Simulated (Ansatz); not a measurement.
The parent structure is C in the diamond structure (space group Fd-3m, No. 227; a = 3.560 Å). Axes: x, y, z lie along the cube axes.

Calculations: r2SCAN (Ansatz, a quantum-chemistry and plane-wave program, PAW, no spin-orbit coupling).

Strains are applied to the cell and any free atomic positions relax; under biaxial strain the out-of-plane vector relaxes too; under stress the whole cell relaxes.

One change was made to it. Results:

| quantity | base | after |
|---|---|---|
| energy relative to the base (free energy F) | 0 meV/atom | +9.1 meV/atom |
| smallest direct gap | 5.90 eV | 5.49 eV |
| shortest interatomic distance | 1.542 Å | 1.548 Å |

Problem. Name the change that was made.
A. biaxial strain +2.93 %, plane normal [001], relaxed out of plane
B. biaxial strain +1.45 %, plane normal [110], relaxed out of plane
C. tensor shear ε_yz = −3.57 %
D. strain tensor (xx, yy, zz, yz, xz, xy) = (−1.25, −2.10, −1.21, −0.75, +0.12, −1.59) %
E. uniaxial stress, 3 GPa tension along z

Solution. B, biaxial strain +1.45 %, plane normal [110], relaxed out of plane. For comparison, the energy relative to the base in the other runs: tensor shear ε_yz = −3.57 % gives +53 meV/atom; uniaxial stress, 3 GPa tension along z gives +0.1 meV/atom; strain tensor (xx, yy, zz, yz, xz, xy) = (−1.25, −2.10, −1.21, −0.75, +0.12, −1.59) % gives +32 meV/atom; biaxial strain +2.93 %, plane normal [001], relaxed out of plane gives +34 meV/atom.

A biaxial case was relaxed in a doubled cell and then solved in the primitive one. Beyond what the load breaks, stability against distortions was not tested.
